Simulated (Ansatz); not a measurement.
The reference is ZnCu2SnS4 (space group I-4, No. 82; a = 5.468 Å, c = 10.935 Å). Axes: x, y, z lie along a, b, c of the conventional cell.

Method: Ansatz (an electronic-structure program), PBE, PAW, cutoff 420 eV, no spin-orbit coupling.

Strains are applied to the cell and any free atomic positions relax; under biaxial strain the out-of-plane vector relaxes too.

One change was made to it. Results:

```csv
quantity,base,after
"pressure (mean of the normal stresses, compression positive)",0.0 GPa,-1.5 GPa
volume per atom,20.44 Å³,20.89 Å³
energy relative to the base (free energy F),0 meV/atom,+8.7 meV/atom
```

Task: Which change produced these results?
A) biaxial strain +2.25 %, plane normal [001], relaxed out of plane
B) biaxial strain +0.75 %, plane normal [001], relaxed out of plane
C) biaxial strain +1.50 %, plane normal [001], relaxed out of plane
D) biaxial strain +3.00 %, plane normal [001], relaxed out of plane

Result: D, biaxial strain +3.00 %, plane normal [001], relaxed out of plane. For comparison, the energy relative to the base in the other runs: biaxial strain +1.50 %, plane normal [001], relaxed out of plane gives +2.3 meV/atom; biaxial strain +0.75 %, plane normal [001], relaxed out of plane gives +0.6 meV/atom; biaxial strain +2.25 %, plane normal [001], relaxed out of plane gives +5.0 meV/atom.

Stability against distortions was not tested. The final runs are not spin-polarised.
